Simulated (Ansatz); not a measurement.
BP under load (space group F-43m), r2SCAN with spin-orbit coupling, rigid bands (Ansatz, an electronic-structure program). Condition of this run: hydrostatic pressure of -12 GPa (compression positive) (the target of the relaxation). Band gap 1.49 eV, N_c = 3.87e19 cm⁻³ and N_v = 2.14e19 cm⁻³ at 300 K, conductivity masses of 0.321 mₑ (electrons) and 0.393 mₑ (holes). Take k_BT = 0.02585 eV.

Find the intrinsic carrier density and the intrinsic Fermi level.

n_i = √(N_c N_v) exp(−E_g/2k_BT) = 2.88e19 × exp(−28.82) = 8.8e6 cm⁻³. The level lies (k_BT/2) ln(N_v/N_c) = -8 meV from mid-gap (positive towards the conduction band). Each 0.1 eV added to the gap lowers n_i by a factor of 6.9.

A film of it is 3 nm thick. Estimate the confinement energies in an infinite well.

ħ²π²/(2m t²) = 0.376 eV·nm²/(m/mₑ × t²) gives 130 meV for electrons and 106 meV for holes, so the gap would widen to about 1.73 eV. Finite barriers and nonparabolic bands lower this, and with several valleys or bands the heaviest mass along the normal sets the lowest level, not this average.

What built-in voltage has an abrupt junction with N_A = 1e16 and N_D = 1e18 cm⁻³, all dopants ionised?

V_bi = E_g/e − (k_BT/e) ln(N_c N_v/(N_A N_D)) = 1.49 − 0.02585 × 11.32 = 1.20 V, for the computed gap.

Rigid bands with the computed gap; masses take one relaxation time for all states. Geometry: cell and atoms relaxed with PBEsol.
